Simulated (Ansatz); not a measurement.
## NbSi2: pressure 15 GPa

Base system: NbSi2 (space group P6_422, No. 181; a = 4.7935 Å, c = 6.5859 Å).

It is then changed as follows: cell and atoms relaxed at a pressure of 15 GPa.

Level of theory: Ansatz (an electronic-structure program), r2SCAN, PAW, cutoff 500 eV, no spin-orbit coupling, earlier PAW set. Γ-centred 11×11×7 mesh, Fermi–Dirac width 0.05 eV.

The volume per atom decreases by 0.99 Å³, from 14.56 Å³ to 13.57 Å³ and the density increases by 0.41 g/cm³ to 6.08 g/cm³. The c/a ratio increases by 0.009 to 1.383 and the shortest interatomic distance shrinks by 0.051 Å to 2.509 Å. The enthalpy H = E + PV relative to the base's energy comes out as +1.31 eV/atom and the band gap is still zero.

Final structure:

```yaml
crystal:
  lattice:
    - [4.67133, 0.00000, 0.00000]
    - [-2.33566, 4.04549, 0.00000]
    - [0.00000, 0.00000, 6.46225]
  atoms:
    - { symbol: Nb, position: [0.50000, 0.50000, 0.66667] }
    - { symbol: Nb, position: [0.00000, 0.50000, 0.33333] }
    - { symbol: Nb, position: [0.50000, 0.00000, 0.00000] }
    - { symbol: Si, position: [0.68203, 0.84101, 0.33333] }
    - { symbol: Si, position: [0.84101, 0.68203, 0.00000] }
    - { symbol: Si, position: [0.15899, 0.84101, 0.66667] }
    - { symbol: Si, position: [0.31797, 0.15899, 0.33333] }
    - { symbol: Si, position: [0.15899, 0.31797, 0.00000] }
    - { symbol: Si, position: [0.84101, 0.15899, 0.66667] }
```

Cost of the whole job for the changed cell (relaxation, final SCF and bands): about 2.4 core-minutes (a rough figure).

Load acts through the strain it causes; cell and atoms are relaxed under it. Whether these cells are dynamically stable was not tested. No other phases were tried under pressure. The final runs are not spin-polarised. An odd electron count without spin: NbSi2.
